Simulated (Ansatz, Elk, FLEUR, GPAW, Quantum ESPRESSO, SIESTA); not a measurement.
# One structure in several programs: FeNi3 (Pm-3m, 4 atoms in the cell)

Self-consistent single point, at a second geometry (lattice scaled by 0.98). First geometry:

```
FeNi3
1.0
    3.56869     0.00000     0.00000
    0.00000     3.56869     0.00000
    0.00000     0.00000     3.56869
Fe Ni
1 3
Cartesian
  0.00000   0.00000   0.00000
  0.00000   1.78435   1.78435
  1.78435   0.00000   1.78435
  1.78435   1.78435   0.00000
```
Moments meant for the start (each program seeds them in its own way; μB, in the order of the atoms Fe Ni Ni Ni): 4.0 2.0 2.0 2.0.

Shared settings, as Ansatz (a quantum-chemistry and plane-wave program) writes them: kpoints.mp_grid.grid = 9 9 9; scf.occupations.method = fermi_dirac; scf.occupations.width = 0.136 eV. Potentials and cutoffs stand in the table.

```
code                                                                                                                                model  ΔF from the first geometry (meV/atom)  pressure (GPa)  size of the net moment (μB/atom)           cutoff
----------------  -----------------------------------------------------------------------------------------------------------------------  -------------------------------------  --------------  --------------------------------  ---------------
FLEUR                                                                        PBE, all-electron FLAPW (FLEUR), scalar-relativistic valence                                   10.2               –                              1.16  Kmax 3.5 1/bohr
GPAW                                                                                         PBE, GPAW PAW datasets PBE (gpaw-data 1.0.1)                                   17.6           10.95                              1.17           800 eV
SIESTA            GGA PBE, numerical atomic orbitals DZP, PseudoDojo PBE standard norm-conserving potentials (rewritten from UPF to PSML)                                  -15.1            3.77                              1.19      grid 350 Ry
Quantum ESPRESSO                                                                                PBE, PSlibrary PAW (PBE) pseudopotentials                                   11.8            9.18                              1.17            55 Ry
Ansatz                                                                                                             PBE, default PAW files                                    9.2            8.66                              1.17          default
Elk                                                          PBE, all-electron FP-LAPW, Elk's shipped species files, default APW+lo basis                                    7.4               –                              1.17         rgkmax 7
```

A dash marks a value that a program does not give, or that is left out as unsure.

On Ansatz's run: the magnetic order is the one reached from the typed start; others were not searched systematically.

The spread over the programs that give each value: ΔF from the first geometry within 32.7 meV/atom; pressure within 7.18 GPa; size of the net moment within 0.03 μB/atom.

SIESTA uses small atom-centred bases, whose incompleteness enters pressures, forces and empty levels differently from a plane-wave cutoff. FLEUR and Elk treat all electrons, but the usual bases taken here (sphere radii, linearisation, local orbitals, empty states) were not tested for convergence, so the values are no reference for the others. Ansatz's pressure is given at a fixed set of plane waves, as the other plane-wave codes print theirs; with its correction for the finite basis it is 8.73 GPa. In the pressure, GPAW (by 1.77) and SIESTA (by 5.41) lie more than 1 GPa from the median of the plane-wave programs.

The starting cell comes from a database of computed structures (which also holds hypothetical and non-ambient phases and stackings), without a prior relaxation at this level. Its lattice was rescaled by a random factor within 2.5 % of one. For this run, on top of that: lattice scaled by 0.98.

Keys are those of Ansatz 0.2.
